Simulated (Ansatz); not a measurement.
**Si well of 8 atomic layers along [001] in random Si0.7Ge0.3, interfaces sharp**

Prepared with Tersoff's 1989 multicomponent potential (SiCGe.tersoff) (LAMMPS): minimisation. Geometry as solved with PBE, support functions at accuracy medium on the grid of 370 eV in Ansatz (an electronic-structure program).

```xyz
576
Lattice="16.67 0.00 0.00 0.00 16.67 0.00 0.00 0.00 44.11" Properties=species:S:1:pos:R:3 pbc="T T T"
Si     0.01     0.01     0.00
Ge     1.40     1.41     1.38
Si     2.78     2.80    -0.05
Ge     4.16     4.23     1.34
Si     2.78    -0.05     2.74
Ge     4.14     1.39     4.14
Si    -0.01     2.81     2.80
Si     1.41     4.17     4.14
Si     0.03     0.01     5.52
Si     1.41     1.39     6.90
Si     2.76     2.80     5.54
Si     4.17     4.17     6.90
Si     2.78    -0.01     8.27
Si     4.18     1.37     9.63
Si     0.04     2.79     8.24
Si     1.40     4.17     9.60
Ge     0.03    -0.03    11.08
Si     1.37     1.43    12.48
Ge     2.78     2.78    11.04
Si     4.18     4.16    12.47
Ge     2.79     0.06    13.86
Si     4.21     1.44    15.26
Si     0.01     2.78    13.88
Si     1.39     4.16    15.24
Si    -0.02     0.03    16.65
Si     1.40     1.40    17.98
Si     2.79     2.79    16.61
Si     4.17     4.16    17.99
Si     2.78     0.01    19.34
Si     4.17     1.39    20.70
Si     0.01     2.79    19.33
Si     1.39     4.17    20.69
Si     0.00     0.00    22.04
Si     1.38     1.39    23.39
Si     2.78     2.79    22.05
Si     4.17     4.18    23.40
Si     2.77     0.00    24.74
Si     4.14     1.41    26.08
Si     0.00     2.77    24.74
Si     1.40     4.15    26.08
Si     0.00     0.00    27.49
Si     1.39     1.38    28.86
Si     2.74     2.75    27.45
Ge     4.16     4.16    28.81
Si     2.78     0.02    30.23
Si     4.17     1.35    31.62
Si     0.04     2.76    30.25
Si     1.36     4.16    31.63
Si    -0.03    -0.01    33.06
Ge     1.37     1.39    34.45
Ge     2.81     2.80    33.01
Si     4.20     4.20    34.44
Si     2.81    -0.01    35.81
Si     4.15     1.41    37.17
Si    -0.02     2.82    35.82
Si     1.39     4.17    37.19
Si     0.02     0.05    38.52
Si     1.41     1.41    39.89
Si     2.78     2.80    38.54
Si     4.15     4.18    39.92
Ge     2.81     0.03    41.32
Si     4.18     1.41    42.75
Ge     0.03     2.82    41.29
Si     1.42     4.20    42.71
Si     0.02     5.54     0.01
Si     1.42     6.93     1.35
Si     2.81     8.32     0.01
Si     4.16     9.72     1.40
Si     2.77     5.59     2.78
Si     4.16     6.95     4.15
Ge     0.02     8.33     2.75
Si     1.43     9.72     4.16
Ge     0.00     5.57     5.54
Si     1.41     6.97     6.93
Si     2.78     8.33     5.53
Si     4.12     9.71     6.90
Si     2.79     5.56     8.27
Si     4.15     6.90     9.68
Si     0.00     8.34     8.29
Si     1.37     9.71     9.67
Ge    -0.01     5.53    11.02
Ge     1.43     6.93    12.45
Si     2.77     8.32    11.00
Ge     4.16     9.72    12.40
Si     2.78     5.49    13.85
Ge     4.12     6.90    15.28
Ge    -0.02     8.37    13.86
Si     1.37     9.75    15.28
Si     0.01     5.56    16.60
Si     1.37     6.95    17.98
Si     2.74     8.36    16.64
Si     4.15     9.73    17.99
Si     2.78     5.56    19.33
Si     4.17     6.95    20.68
Si    -0.01     8.33    19.34
Si     1.38     9.72    20.70
Si     0.00     5.56    22.04
Si     1.39     6.94    23.40
Si     2.78     8.34    22.05
Si     4.17     9.73    23.39
Si     2.79     5.56    24.76
Si     4.17     6.96    26.13
Si     0.00     8.34    24.75
Si     1.40     9.72    26.10
Ge     0.02     5.59    27.46
Si     1.40     7.01    28.86
Si     2.79     8.36    27.49
Si     4.19     9.72    28.87
Ge     2.76     5.59    30.26
Si     4.23     6.94    31.63
Si    -0.01     8.31    30.24
Ge     1.37     9.75    31.61
Si    -0.04     5.51    33.00
Ge     1.39     6.87    34.41
Ge     2.81     8.31    33.01
Ge     4.21     9.74    34.44
Si     2.80     5.52    35.83
Si     4.17     6.94    37.19
Ge    -0.01     8.35    35.82
Si     1.42     9.74    37.20
Si     0.01     5.57    38.55
Si     1.41     6.92    39.92
Si     2.78     8.33    38.56
Si     4.14     9.69    39.98
Si     2.79     5.56    41.32
Si     4.16     6.95    42.70
Ge     0.04     8.31    41.37
Si     1.44     9.72    42.77
Si     0.04    11.08     0.02
Si     1.43    12.47     1.38
Si     2.83    13.85     0.03
Si     4.19    15.26     1.38
Si     2.79    11.10     2.77
Si     4.16    12.53     4.11
Si     0.09    13.87     2.76
Si     1.41    15.28     4.14
Si     0.02    11.05     5.53
Ge     1.39    12.50     6.90
Si     2.80    13.91     5.50
Si     4.15    15.26     6.92
Si     2.76    11.07     8.29
Ge     4.17    12.49     9.66
Si    -0.01    13.91     8.31
Si     1.42    15.27     9.65
Si    -0.01    11.10    11.04
Si     1.37    12.50    12.40
Si     2.75    13.88    11.04
Ge     4.18    15.28    12.42
Ge     2.76    11.15    13.86
Si     4.17    12.53    15.27
Ge    -0.04    13.85    13.83
Ge     1.38    15.28    15.27
Si    -0.01    11.12    16.63
Si     1.38    12.50    17.99
Si     2.80    13.88    16.65
Si     4.18    15.30    17.98
Si     2.77    11.11    19.35
Si     4.17    12.51    20.69
Si     0.00    13.90    19.33
Si     1.39    15.29    20.68
Si     0.00    11.12    22.05
Si     1.39    12.51    23.40
Si     2.77    13.89    22.04
Si     4.16    15.28    23.39
Si     2.79    11.12    24.76
Si     4.17    12.51    26.12
Si     0.00    13.90    24.76
Si     1.39    15.29    26.11
Si     0.01    11.11    27.44
Ge     1.43    12.49    28.83
Si     2.80    13.93    27.45
Si     4.14    15.29    28.87
Si     2.84    11.11    30.25
Si     4.17    12.47    31.68
Ge    -0.04    13.89    30.24
Ge     1.41    15.29    31.67
Si    -0.02    11.14    33.02
Si     1.39    12.48    34.40
Si     2.80    13.85    33.06
Si     4.15    15.29    34.40
Si     2.75    11.12    35.80
Si     4.13    12.49    37.15
Ge     0.01    13.92    35.80
Si     1.41    15.33    37.19
Si     0.03    11.12    38.56
Si     1.43    12.43    39.95
Ge     2.78    13.89    38.57
Si     4.21    15.26    39.97
Si     2.80    11.09    41.36
Si     4.18    12.49    42.72
Ge     0.03    13.86    41.30
Ge     1.42    15.27    42.76
Si     5.55    -0.01    -0.01
Si     6.95     1.36     1.35
Si     8.29     2.78    -0.01
Ge     9.68     4.17     1.41
Si     8.31     0.02     2.76
Si     9.67     1.41     4.13
Ge     5.59     2.79     2.74
Si     6.94     4.20     4.16
Ge     5.58    -0.03     5.55
Si     6.96     1.41     6.92
Si     8.29     2.78     5.49
Ge     9.70     4.18     6.86
Si     8.33     0.02     8.28
Si     9.68     1.37     9.70
Si     5.55     2.78     8.27
Si     6.92     4.16     9.66
Si     5.57     0.04    11.02
Si     6.91     1.43    12.41
Si     8.32     2.80    11.05
Si     9.71     4.17    12.45
Ge     8.29    -0.01    13.81
Ge     9.72     1.40    15.26
Si     5.57     2.79    13.84
Si     6.96     4.16    15.23
Si     5.56     0.01    16.61
Si     6.94     1.39    17.99
Si     8.31     2.80    16.64
Si     9.71     4.17    17.99
Si     8.34     0.00    19.34
Si     9.73     1.39    20.69
Si     5.55     2.77    19.35
Si     6.94     4.16    20.70
Si     5.56     0.00    22.06
Si     6.95     1.39    23.41
Si     8.34     2.78    22.05
Si     9.73     4.17    23.39
Si     8.34     0.00    24.75
Si     9.73     1.40    26.11
Si     5.56     2.79    24.76
Si     6.95     4.17    26.12
Ge     5.55     0.01    27.48
Si     6.99     1.39    28.86
Si     8.34     2.78    27.49
Si     9.67     4.18    28.87
Si     8.29     0.00    30.27
Ge     9.68     1.39    31.65
Ge     5.60     2.77    30.27
Si     6.96     4.21    31.67
Si     5.52    -0.02    33.00
Ge     6.90     1.42    34.39
Si     8.32     2.84    33.03
Si     9.69     4.20    34.40
Ge     8.35    -0.02    35.80
Si     9.72     1.39    37.21
Si     5.53     2.81    35.83
Si     6.93     4.15    37.20
Ge     5.57     0.01    38.56
Si     6.99     1.40    39.95
Si     8.35     2.79    38.57
Si     9.71     4.18    39.96
Si     8.32    -0.03    41.31
Ge     9.71     1.40    42.70
Ge     5.57     2.80    41.33
Si     6.96     4.21    42.73
Si     5.58     5.62    -0.04
Si     6.92     6.96     1.40
Si     8.31     8.34     0.05
Si     9.70     9.72     1.39
Si     8.29     5.60     2.79
Si     9.72     6.95     4.12
Si     5.55     8.34     2.78
Si     6.96     9.70     4.13
Si     5.54     5.56     5.52
Si     6.94     6.93     6.87
Si     8.34     8.31     5.51
Si     9.68     9.70     6.91
Si     8.28     5.55     8.27
Ge     9.74     6.93     9.64
Ge     5.54     8.32     8.28
Si     6.93     9.77     9.65
Si     5.52     5.51    11.04
Ge     6.95     6.87    12.45
Ge     8.32     8.36    11.04
Ge     9.78     9.70    12.49
Si     8.37     5.52    13.87
Si     9.74     6.93    15.24
Ge     5.54     8.31    13.85
Ge     6.94     9.72    15.30
Si     5.58     5.52    16.63
Si     6.96     6.93    17.98
Si     8.37     8.29    16.64
Si     9.74     9.72    17.97
Si     8.33     5.55    19.35
Si     9.73     6.95    20.69
Si     5.56     8.33    19.32
Si     6.95     9.72    20.68
Si     5.56     5.56    22.04
Si     6.94     6.95    23.40
Si     8.33     8.33    22.04
Si     9.72     9.72    23.39
Si     8.34     5.55    24.75
Si     9.73     6.95    26.08
Si     5.55     8.34    24.75
Si     6.92     9.75    26.10
Si     5.58     5.58    27.47
Si     6.94     6.93    28.89
Ge     8.33     8.35    27.49
Si     9.75     9.75    28.89
Si     8.33     5.57    30.27
Si     9.71     6.96    31.64
Si     5.57     8.33    30.25
Si     6.95     9.71    31.62
Si     5.57     5.57    33.04
Si     6.95     6.93    34.41
Si     8.31     8.32    33.02
Si     9.66     9.71    34.39
Si     8.29     5.52    35.79
Ge     9.69     6.89    37.21
Si     5.57     8.28    35.81
Ge     6.97     9.70    37.18
Si     5.55     5.56    38.56
Si     6.92     6.93    39.95
Si     8.33     8.31    38.61
Si     9.74     9.71    39.92
Si     8.30     5.54    41.31
Ge     9.69     6.98    42.69
Si     5.52     8.30    41.31
Ge     6.89     9.70    42.75
Si     5.51    11.12     0.03
Si     6.93    12.49     1.38
Si     8.27    13.90     0.00
Ge     9.71    15.28     1.38
Si     8.32    11.11     2.76
Si     9.67    12.52     4.15
Si     5.57    13.89     2.76
Si     6.97    15.26     4.12
Ge     5.54    11.12     5.52
Si     6.95    12.54     6.91
Si     8.32    13.90     5.52
Si     9.69    15.27     6.92
Si     8.30    11.10     8.25
Ge     9.72    12.49     9.62
Si     5.56    13.92     8.27
Si     6.91    15.34     9.63
Si     5.57    11.11    11.04
Ge     6.91    12.52    12.47
Ge     8.32    13.95    11.03
Si     9.73    15.30    12.44
Ge     8.37    11.15    13.90
Si     9.75    12.53    15.29
Si     5.53    13.91    13.90
Si     6.92    15.27    15.25
Si     5.53    11.15    16.65
Si     6.95    12.52    17.98
Si     8.33    13.91    16.62
Si     9.72    15.28    17.98
Si     8.34    11.11    19.32
Si     9.73    12.50    20.68
Si     5.56    13.91    19.34
Si     6.95    15.29    20.70
Si     5.56    11.11    22.03
Si     6.95    12.50    23.39
Si     8.34    13.89    22.04
Si     9.73    15.28    23.40
Si     8.34    11.11    24.75
Si     9.76    12.46    26.10
Si     5.55    13.88    24.73
Si     6.94    15.27    26.07
Si     5.54    11.11    27.49
Si     6.93    12.44    28.87
Ge     8.32    13.85    27.46
Ge     9.72    15.32    28.86
Si     8.33    11.09    30.25
Si     9.66    12.51    31.62
Ge     5.55    13.88    30.26
Si     6.94    15.29    31.66
Si     5.61    11.11    33.00
Si     6.99    12.49    34.37
Si     8.34    13.90    33.01
Si     9.73    15.23    34.41
Si     8.35    11.13    35.77
Si     9.71    12.50    37.18
Ge     5.57    13.87    35.77
Si     6.97    15.25    37.19
Ge     5.51    11.12    38.58
Si     6.93    12.55    39.94
Si     8.33    13.88    38.56
Si     9.71    15.27    39.93
Ge     8.32    11.10    41.29
Ge     9.73    12.53    42.73
Si     5.56    13.89    41.36
Si     6.93    15.29    42.71
Si    11.12    -0.01    -0.03
Ge    12.48     1.43     1.37
Si    13.90     2.84     0.00
Si    15.29     4.19     1.40
Ge    13.90     0.02     2.83
Si    15.31     1.43     4.21
Si    11.09     2.79     2.81
Si    12.51     4.16     4.14
Ge    11.08     0.01     5.53
Si    12.54     1.39     6.89
Si    13.90     2.80     5.55
Si    15.27     4.16     6.93
Si    13.91     0.00     8.24
Ge    15.31     1.39     9.63
Ge    11.11     2.75     8.30
Ge    12.51     4.23     9.71
Si    11.07     0.00    11.05
Ge    12.45     1.38    12.47
Ge    13.93     2.79    11.10
Si    15.33     4.16    12.50
Ge    13.91    -0.02    13.88
Si    15.31     1.41    15.26
Si    11.07     2.80    13.83
Ge    12.48     4.16    15.25
Si    11.14    -0.02    16.64
Si    12.51     1.38    17.98
Si    13.91     2.76    16.63
Si    15.29     4.17    17.97
Si    13.89    -0.01    19.34
Si    15.29     1.39    20.68
Si    11.12     2.78    19.33
Si    12.51     4.17    20.68
Si    11.12    -0.01    22.04
Si    12.51     1.38    23.39
Si    13.89     2.78    22.03
Si    15.28     4.16    23.39
Si    13.90    -0.01    24.76
Si    15.30     1.38    26.11
Si    11.12     2.77    24.74
Si    12.52     4.13    26.09
Si    11.13     0.02    27.45
Si    12.52     1.37    28.82
Si    13.89     2.75    27.46
Ge    15.26     4.16    28.89
Si    13.88    -0.01    30.20
Ge    15.28     1.38    31.63
Ge    11.11     2.78    30.20
Ge    12.51     4.20    31.68
Ge    11.15    -0.04    33.04
Si    12.54     1.38    34.43
Si    13.90     2.78    33.07
Si    15.28     4.17    34.42
Si    13.90     0.01    35.82
Si    15.29     1.41    37.17
Ge    11.09     2.77    35.78
Ge    12.53     4.20    37.19
Si    11.09    -0.01    38.55
Ge    12.49     1.41    39.93
Si    13.95     2.79    38.56
Si    15.28     4.21    39.91
Si    13.87     0.00    41.34
Ge    15.27     1.39    42.73
Si    11.11     2.83    41.33
Si    12.54     4.16    42.68
Ge    11.16     5.56    -0.02
Si    12.53     6.96     1.40
Si    13.92     8.30     0.00
Si    15.29     9.72     1.34
Si    13.89     5.56     2.77
Si    15.27     6.94     4.14
Si    11.09     8.31     2.73
Ge    12.52     9.70     4.11
Si    11.11     5.56     5.46
Ge    12.51     6.95     6.88
Si    13.95     8.34     5.51
Si    15.30     9.72     6.90
Si    13.93     5.58     8.29
Si    15.27     6.98     9.66
Si    11.12     8.37     8.27
Si    12.55     9.71     9.63
Si    11.10     5.58    11.12
Si    12.50     6.98    12.44
Si    13.89     8.34    11.04
Si    15.25     9.75    12.42
Ge    13.92     5.59    13.83
Si    15.29     6.96    15.28
Si    11.16     8.29    13.89
Si    12.51     9.72    15.23
Si    11.09     5.57    16.64
Si    12.50     6.96    17.98
Si    13.89     8.35    16.62
Si    15.28     9.72    17.99
Si    13.90     5.56    19.32
Si    15.28     6.94    20.69
Si    11.12     8.34    19.34
Si    12.51     9.72    20.70
Si    11.12     5.56    22.04
Si    12.50     6.94    23.40
Si    13.90     8.33    22.05
Si    15.28     9.73    23.40
Si    13.89     5.55    24.75
Si    15.25     6.97    26.09
Si    11.11     8.34    24.74
Si    12.49     9.72    26.11
Ge    11.12     5.55    27.48
Si    12.51     6.96    28.88
Si    13.85     8.32    27.47
Ge    15.28     9.72    28.85
Si    13.89     5.61    30.27
Si    15.30     6.94    31.64
Si    11.09     8.31    30.23
Ge    12.52     9.70    31.61
Si    11.08     5.60    33.05
Si    12.53     6.94    34.38
Si    13.93     8.31    33.02
Si    15.30     9.72    34.36
Si    13.92     5.58    35.76
Si    15.27     6.93    37.19
Ge    11.10     8.32    35.75
Ge    12.50     9.72    37.22
Si    11.12     5.54    38.63
Si    12.50     6.93    39.97
Si    13.88     8.26    38.57
Ge    15.27     9.72    39.92
Si    13.91     5.56    41.33
Si    15.28     6.90    42.75
Si    11.11     8.33    41.28
Ge    12.49     9.70    42.72
Si    11.07    11.08     0.02
Ge    12.46    12.47     1.41
Ge    13.85    13.90    -0.03
Ge    15.33    15.27     1.40
Si    13.92    11.07     2.71
Ge    15.33    12.45     4.11
Si    11.08    13.88     2.81
Si    12.47    15.26     4.15
Ge    11.08    11.12     5.54
Si    12.51    12.49     6.95
Ge    13.90    13.89     5.54
Si    15.33    15.31     6.91
Si    13.92    11.11     8.28
Si    15.29    12.50     9.67
Si    11.11    13.90     8.24
Ge    12.50    15.28     9.66
Ge    11.20    11.11    11.05
Si    12.57    12.51    12.47
Si    13.92    13.87    11.06
Si    15.26    15.25    12.44
Si    13.89    11.09    13.84
Si    15.25    12.46    15.25
Ge    11.14    13.90    13.85
Si    12.52    15.27    15.29
Si    11.13    11.11    16.61
Si    12.51    12.49    17.98
Si    13.90    13.87    16.62
Si    15.28    15.28    17.98
Si    13.89    11.11    19.35
Si    15.29    12.51    20.69
Si    11.11    13.89    19.33
Si    12.50    15.27    20.69
Si    11.11    11.12    22.04
Si    12.51    12.50    23.40
Si    13.90    13.89    22.05
Si    15.29    15.28    23.40
Si    13.89    11.11    24.77
Si    15.29    12.51    26.11
Si    11.12    13.88    24.75
Si    12.51    15.27    26.11
Si    11.13    11.10    27.50
Si    12.54    12.48    28.84
Si    13.89    13.89    27.47
Si    15.25    15.30    28.83
Si    13.90    11.15    30.25
Si    15.25    12.50    31.66
Ge    11.14    13.86    30.26
Si    12.56    15.28    31.61
Ge    11.06    11.12    33.01
Ge    12.49    12.56    34.41
Si    13.92    13.93    33.01
Si    15.25    15.31    34.41
Ge    13.95    11.12    35.80
Si    15.31    12.52    37.23
Si    11.08    13.92    35.84
Si    12.49    15.29    37.17
Si    11.08    11.14    38.58
Si    12.47    12.52    39.93
Si    13.85    13.88    38.53
Ge    15.26    15.31    39.90
Si    13.84    11.12    41.29
Ge    15.28    12.44    42.71
Si    11.12    13.93    41.30
Si    12.47    15.31    42.67
```
